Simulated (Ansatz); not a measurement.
L1₂ (Cu3Au-type) Al3Sc was calculated with r²SCAN-D4 in Ansatz (PAW).

Settings: plane-wave cutoff 560 eV, 14×14×14 k mesh, Fermi–Dirac smearing 0.05 eV, scalar-relativistic PAW data made under PBE.

Pressure at four volumes; x = ln(V/16.874 Å³). One pressure is withheld.

```csv
V (Å³/atom),x,P (GPa)
15.862,-0.0618,6.75
16.874,0.0000,0.01
17.549,0.0392,-3.48
17.887,0.0583,?
```

Pass a parabola P(x) through the three rows shown, estimate the bulk modulus and its pressure derivative near zero pressure, and predict the withheld pressure.

Slopes between the rows: (0.01 − (6.75))/(0.0000 − (-0.0618)) = -109.06 and (-3.48 − (0.01))/(0.0392 − (0.0000)) = -89.03 GPa. Their difference over the span 0.1010 is c = 20.03/0.1010 = 198.3 GPa, so P(x) = 6.75 + (-109.06)(x − (-0.0618)) + 198.3 (x − (-0.0618))(x − (0.0000)). At the middle row B = −dP/dx = −[-109.06 + 198.3 × 0.0618] = 96.8 GPa, and B′ = dB/dP = 2c/B = 4.1. At x = 0.0583 the parabola gives -4.96 GPa; the run gives -4.98 GPa. The Birch–Murnaghan fit to the energies at all volumes has B0 = 96.3 GPa and B′ = 4.0.

Measured, for comparison: bulk modulus 91.5 ± 1 GPa (298 K, not corrected to a static lattice, polycrystal; as tabulated in A Combined Experimental and First-Principles Based Assessment of …). Computed (rounded) less measured: bulk modulus +5 %. A static lattice is as a rule a little smaller and stiffer than an uncorrected measurement, which narrows the difference in the bulk modulus and would widen misses of the other sign.

Ansatz is a quantum-chemistry and plane-wave program.
